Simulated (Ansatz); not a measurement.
Checking a run of Ansatz (a quantum-chemistry and plane-wave program) on ZrSe3 (P1, 8 atoms in the cell). The aim is a self-consistent single point with DFT, r2SCAN, plane waves, default PAW files made with PBE.

Cell that was meant: a = 5.4109 Å, b = 3.7488 Å, c = 9.4440 Å, α = 90.00°, β = 97.48°, γ = 90.00°.

Part of the input:

Ansatz 0.2 input:
```yaml
    - { symbol: Se, position: [0.54666400, 0.76199000, 0.83010500] }
    - { symbol: Se, position: [0.87501800, 0.26623600, 0.16681600] }
    - { symbol: Se, position: [0.10964900, 0.73796300, 0.83096700] }
total_charge: 1.0
basis:
  ecutwfc: 500.0 eV
kpoints:
```

Log, with long lists cut:

```
WARN ansatz: RAYON_NUM_THREADS=1 ignored (pool sized by the plan → 1); use --threads N
Pseudopotentials: kind: paw
   [... lines left out ...]
PAW frozen core: Zr, regenerated for the run's functional
Initial density: superposition of atomic densities (neutral atoms scaled as one to the charged cell's electrons …
Initial wavefunctions: pseudopotential atomic-orbital guess
Eigensolver: davidson
Functional: x = r2scan, c = r2scan; τ floored in thin density (d = 2e-4 eV/Å³)
SCF iter   1: F=—  HF=-41277.710541 eV  |F-HF|=—  |Δ(HF+E_count)|=         —  Δρ=2.32e-2  dr2=1.57e0  dr2_τ=5.78e-2  ethr=1.77e-3  ⟨swp⟩=5.0  Hψ=2075  notcnv=0
all-band conjugate gradients solve this SCF's bands
preconditioner: auto → LDOS
SCF iter   2: F=—  HF=-41277.350495 eV  |F-HF|=—  |Δ(HF+E_count)|=   3.60e-1  S|Δr|=    0.00e0  Δρ=9.87e-3  dr2=3.08e-1  dr2_τ=1.76e-2  ethr=1.32e-3  ⟨swp⟩=3.0  Hψ=1331  notcnv=0  defer=46
   [... lines left out ...]
SCF iter   8: F=—  HF=-41277.292197 eV  |F-HF|=—  |Δ(HF+E_count)|=   7.37e-7  S|Δr|=    0.00e0  Δρ=1.31e-5  dr2=7.80e-7  dr2_τ=1.34e-8  ethr=2.32e-9  ⟨swp⟩=2.0  Hψ=1134  notcnv=0  defer=46
SCF iter   9: F=—  HF=-41277.292197 eV  |F-HF|=—  |Δ(HF+E_count)|=   2.53e-8  S|Δr|=    0.00e0  Δρ=5.49e-6  dr2=1.61e-7  dr2_τ=1.85e-9  ethr=6.55e-10  ⟨swp⟩=2.0  Hψ=748  notcnv=0  defer=46
SCF iter  10: F=-41277.292197 eV  HF=-41277.292197 eV  |F-HF|=1.09e-8  |Δ(HF+E_count)|=   1.43e-9  S|Δr|=    0.00e0  Δρ=1.69e-6  dr2=1.40e-8  dr2_τ=2.35e-10  ethr=8.40e-11  ⟨swp⟩=9.1  Hψ=2507  notcnv=0
SCF 1 converged in 10 iterations: F = -41277.292197 eV  dr2 = 1.40e-8
Stability not checked (fill_not_monotonic)
Free energy (F): -41277.292197 eV
Internal energy: -41277.328434 eV  (E = F + TS)
E sigma→0 (E₀):  -41277.304276 eV
Entropy (-TS):   0.036237 eV (4.530 meV/atom)
Fermi energy:    8.646251 eV
--- Forces (eV/Å), atoms counted from 1 ---
  atom   1  Se     0.22878838    -0.01238783     0.83537718
  atom   2  Se    -0.27138149    -0.06850654    -0.90912760
  atom   3  Zr     0.05715479     0.18509701     0.51196506
   [... lines left out ...]
  atom   8  Se     0.46317592     0.02369185     0.11472652
--- Stress (GPa, compression-positive) ---
        5.135822      -0.524227      -0.548967
       -0.524228       3.743917      -0.009395
       -0.548968      -0.009396       3.998145
  P = ⅓ Tr σ = 4.2926 GPa (42.926 kbar)
  The stress holds the Pulay correction. Without it, at fixed plane waves, as pw.x and ABINIT print it: P = 4.2677 GPa
```

Task: Is anything amiss in this input, and did it matter?

Result: The run is not sound. The fault is an unintended net charge. A charged periodic cell changes the electron count and is neutralised by a uniform background, so energy, forces and pressure belong to another system. To fix it, remove the charge. The run converged in 10 iterations without an error; against the sound input the pressure goes from 3.23 to 4.29 GPa, the largest force goes from 1.528 to 1.264 eV/Å and no clean gap remains on the mesh (levels overlap or are partly filled), against 1.17 eV before.

The sound input it was made from differs as follows (other fixes are possible):
```diff
-total_charge: 1.0
```

With that input, the run converged in 10 iterations: free energy E − TS (on the zero of these files) -41268.5663 eV; top of the valence band (on the code's own zero) 8.82 eV; gap on the k-point mesh 1.17 eV; pressure 3.23 GPa; largest force (vector length) 1.528 eV/Å (DFT, r2SCAN, plane waves, default PAW files made with PBE).

On the sound input: the starting cell comes from a database of published, mostly measured structures (it also holds non-ambient and calculated ones), without a prior relaxation at this level. Its atoms were displaced at random from the sites of space group no. 11. With a pressure of about 3 GPa the cell is away from its equilibrium volume at this level. Forces in this geometry exceed 1 eV/Å. Ansatz's pressure includes its estimate of the finite-basis (Pulay) stress. The shifted mesh does not hold Γ, so a gap read on it misses any band edge there.
